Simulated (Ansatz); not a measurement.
Defect: Re-vacancy pair (Re on one host Mo site, one Mo site vacant) in bcc Mo, neutral cell. Level of theory: PBE, PAW (plane waves to 420 eV; Ansatz, an electronic-structure program).

Settings: 36 host sites, the relaxed PBE lattice, a 2×2×3 k-point mesh shifted by half a step, smearing 0.10 eV, spin-restricted, no image-charge correction. Energies are static. Spin-orbit coupling is left out. Forms of the defect that were not tried may lie lower.

Barriers: single points on a 3×3×5 k-point mesh shifted by half a step at the bands' geometries.

Relaxed starting cell (atoms counted from 1):

```
CELL_PARAMETERS angstrom
      9.48245     0.00000     0.00000
      0.00000     9.48245     0.00000
      0.00000     0.00000     6.32164
ATOMIC_POSITIONS crystal
  Re 0.99893 0.99950 0.00056
  Mo 0.00067 0.00124 0.49733
  Mo 0.00092 0.33071 0.00393
  Mo 0.00034 0.33224 0.50017
  Mo 0.99994 0.66674 0.00102
  Mo 0.99999 0.66687 0.50175
  Mo 0.33013 0.00149 0.00395
  Mo 0.33167 0.00092 0.50018
  Mo 0.33181 0.33238 0.00267
  Mo 0.33162 0.33219 0.49929
  Mo 0.33219 0.66688 0.00123
  Mo 0.33263 0.66624 0.50164
  Mo 0.66616 0.00049 0.00102
  Mo 0.66631 0.00055 0.50176
  Mo 0.66631 0.33274 0.00124
  Mo 0.66568 0.33318 0.50165
  Mo 0.66606 0.66663 0.00307
  Mo 0.66559 0.66615 0.49965
  Mo 0.16566 0.16624 0.75336
  Mo 0.16634 0.49733 0.25155
  Mo 0.16639 0.49864 0.75156
  Mo 0.16562 0.83739 0.25093
  Mo 0.16630 0.83492 0.75139
  Mo 0.49676 0.16692 0.25155
  Mo 0.49808 0.16694 0.75156
  Mo 0.49956 0.50013 0.25220
  Mo 0.49829 0.49886 0.75138
  Mo 0.49937 0.83351 0.25136
  Mo 0.49825 0.83485 0.75172
  Mo 0.83683 0.16619 0.25091
  Mo 0.83436 0.16686 0.75139
  Mo 0.83295 0.49994 0.25136
  Mo 0.83427 0.49883 0.75172
  Mo 0.83305 0.83363 0.25199
  Mo 0.83507 0.83564 0.75200
```

End state 1 differs by these moves (Å; atoms that move under 0.08 Å are left out):

```csv
atom,element,Δx,Δy,Δz
1,Re,1.59,1.59,1.59
```

Problem. Predict the forward and backward barriers to end state 1 from PBE, PAW.

Solution. forward 1.37 eV, backward 1.37 eV; at the saddle point atom 1 has neighbours 2 Mo at 2.66, Mo at 2.67, 2 Mo at 2.69, Mo at 2.71, 3 Mo at 3.22 Å. The saddle point's order was not checked, and it lies on a symmetry element of the cell, where a band can be held.
